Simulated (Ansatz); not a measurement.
Consider LiCl in the rock salt structure (space group Fm-3m, No. 225; a = 5.1504 Å).

The values are results of PBE in Ansatz (plane waves to 420 eV, PAW, without spin-orbit coupling), not measurements.

For the base:

The smallest direct gap is 6.26 eV and the valley order comes out as Γ 6.26 eV; L along ⟨111⟩ 6.73 eV; X along ⟨100⟩ 7.80 eV. The electron mass comes out as 0.47 mₑ (at Γ).

The change: cell and atoms relaxed at a pressure of 9 GPa.

Task: Estimate the effect on the smallest direct gap, valley order and electron mass.

Result: The smallest direct gap increases by 0.98 eV (6.26 eV → 7.24 eV); the valley order (the lowest conduction-band minima on the path, energy above the VBM, named in the base's zone) goes from Γ 6.26 eV; L along ⟨111⟩ 6.73 eV; X along ⟨100⟩ 7.80 eV to L along ⟨111⟩ 6.89 eV; Γ 7.48 eV; X along ⟨100⟩ 7.88 eV; the electron mass goes from 0.47 mₑ (at Γ) to 1.1 mₑ along k, 0.31 mₑ across (at L).

Load acts through the strain it causes; cell and atoms are relaxed under it. Masses are band curvatures over ±0.01 Å⁻¹ around the edge. Along k means along the line from Γ to the band edge. No phonon test of stability was made. No other phases were tried under pressure.

Ansatz is a quantum-chemistry and plane-wave program.
